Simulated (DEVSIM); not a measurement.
Device: abrupt GaAs p-n junction, at 300 K.

Layer 1 from the left is GaAs, thickness (μm) 2.80, Na (cm⁻³) 1.7e16, τn (s) 2.9e-8, τp (s) 2.9e-8. Layer 2 from the left is GaAs, thickness (μm) 2.60, Nd (cm⁻³) 1.1e17, τn (s) 2.9e-8, τp (s) 2.9e-8.

Left contact: ohmic. Right contact: ohmic. Voltage is applied to the left contact. Recombination: SRH at mid-gap, radiative. Mobility is μmin + (μ − μmin)/(1 + (N/Nref)^α).

Constants are typed, rounded textbook-type inputs, not results; the design itself was drawn at random and stands for no fabricated device. Values at 300 K.

GaAs: gap (eV) 1.424, affinity (eV) 4.07, permittivity 12.9, Nc (cm⁻³) 4.7e17, Nv (cm⁻³) 9e18, μn (cm²/Vs) 8500, μp (cm²/Vs) 400, μn,min 500, μp,min 20, Nref,n 6e16, Nref,p 1.5e17, αn 0.39, αp 0.38, B (cm³/s) 2e-10.

Model (solved in DEVSIM): 1D drift-diffusion, Boltzmann statistics, complete ionisation; no tunnelling, impact ionisation, image-force lowering or self-heating.

Dark forward current:

| |V| (V) | |J| (A/cm²) |
|---|---|
| 0.05 | 1.828e-11 |
| 0.10 | 6.361e-11 |
| 0.15 | 1.841e-10 |
| 0.20 | 5.091e-10 |
| 0.25 | 1.389e-9 |
| 0.30 | 3.779e-9 |
| 0.35 | 1.028e-8 |
| 0.40 | 2.808e-8 |
| 0.45 | 7.721e-8 |
| 0.50 | 2.153e-7 |
| 0.55 | 6.188e-7 |
| 0.60 | 1.896e-6 |
| 0.65 | 6.559e-6 |
| 0.70 | 2.724e-5 |
| 0.75 | 0.0001379 |
| 0.80 | 0.0008111 |
| 0.85 | 0.005195 |
| 0.90 | 0.03466 |
| 0.95 | 0.2353 |
| 1.00 | 1.607 |
| 1.05 | 10.95 |
| 1.10 | 72.30 |
| 1.15 | 412.0 |
| 1.20 | 1649 |
| 1.25 | 4403 |

Question: Work out the local ideality factor n = ΔV / (kT/q · ln(J2/J1)) between the rows 0.15 and 0.20 V, 0.95 and 1.00 V, 1.20 and 1.25 V.

Answer: kT/q = 25.85 mV. From 0.15 to 0.20 V: ln(5.091e-10/1.841e-10) = 1.017, n = 1.90, near the 2 of recombination in the depletion region. From 0.95 to 1.00 V: ln(1.607/0.2353) = 1.921, n = 1.01, near the 1 of diffusion or emission over a barrier. From 1.20 to 1.25 V: ln(4403/1649) = 0.982, n = 1.97.

Question: Estimate the current at 0.95 V from the Shockley equation with J0 = Σ q ni² D/(N L) coth(W/L), τ joining the SRH, radiative and Auger lifetimes that are on, and W taken as the whole layer.

Answer: ni² = 5.04e12 cm⁻⁶; electrons in the p layer: μ = 5460 cm²/Vs, D = 141 cm²/s, τ = 2.64e-8 s, L = 19.3 μm, W/L = 0.15, term 2.41e-17 A/cm²; holes in the n layer: μ = 221 cm²/Vs, D = 5.72 cm²/s, τ = 1.77e-8 s, L = 3.18 μm, W/L = 0.82, term 1.96e-19 A/cm². J0 = 2.43e-17 A/cm², and J = J0 exp(qV/kT) = 0.222 A/cm². The simulation gives 0.235 A/cm²; the estimate lies 5.6 % below. The estimate leaves out recombination in the depletion region and that region's share of W.
